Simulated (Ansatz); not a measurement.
# Ti under a change: Ti → Y

Start from Ti in the hcp (Mg type) structure (space group P6_3/mmc, No. 194; a = 2.936 Å, c = 4.636 Å).

Modification: Y takes the place of Ti on all its sites; the structure is relaxed again.

Level of theory: Ansatz (a first-principles code) r2SCAN, no spin-orbit coupling. Settings: 15×15×8 k-points, 0.05 eV Fermi–Dirac smearing, for the changed cell.

The volume per atom goes up by 16.16 Å³ to 33.46 Å³ and the density drops by 0.18 g/cm³ to 4.41 g/cm³. The lattice parameter a increases by 0.747 Å, from 2.936 Å to 3.683 Å and the c/a ratio drops by 0.032 to 1.547. The space group is still P6_3/mmc (No. 194) and the shortest interatomic distance goes up by 0.683 Å, from 2.872 Å to 3.555 Å. The band gap remains zero.

Final structure:

```
Y
1.0
    3.68258     0.00000     0.00000
   -1.84129     3.18921     0.00000
    0.00000     0.00000     5.69848
Y
2
Direct
  0.33333   0.66667   0.75000
  0.66667   0.33333   0.25000
```

No phonon test of stability was made. All final runs are without spin polarisation.
